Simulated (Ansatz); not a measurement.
The starting structures come from a database of crystals and need not be the phases stable at ambient conditions.

 Where the default PAW files enter, the runs use the earlier of Ansatz's two default sets.

Here is the system:

```
GeO7P2
1.0
    4.66916     0.00000     0.00000
    0.39060     7.74740     0.00000
    1.78201    -0.26940     6.49060
Ge P O
2 4 14
Direct
  0.50000   0.50000   0.50000
  0.00000   0.00000   0.00000
  0.11220   0.31070   0.25400
  0.88780   0.68930   0.74600
  0.52120   0.23730   0.86060
  0.47880   0.76270   0.13940
  0.79320   0.19260   0.93500
  0.20680   0.80740   0.06500
  0.84580   0.43810   0.29500
  0.15420   0.56190   0.70500
  0.30500   0.36240   0.03320
  0.69500   0.63760   0.96680
  0.69970   0.67450   0.59560
  0.30030   0.32550   0.40440
  0.38500   0.65880   0.32880
  0.61500   0.34120   0.67120
  0.95750   0.87710   0.76670
  0.04250   0.12290   0.23330
  0.64800   0.91920   0.16720
  0.35200   0.08080   0.83280
```

Space group of this cell: P-1. The cell is taken as given; by r2SCAN its mean pressure is 1.1 GPa.

Transport runs along the normal of the first two printed cell vectors.

The gap is the functional's own. No spin-orbit coupling. Mid-gap values are interpolated on the energy grid.

### Question
State the band gap and the smallest decay constant κ at mid-gap according to r2SCAN (Ansatz, an electronic-structure program).

### Answer
Gap 5.14 eV on a 8×4×6 mesh; κ = 0.461 1/Å, at the zone centre.
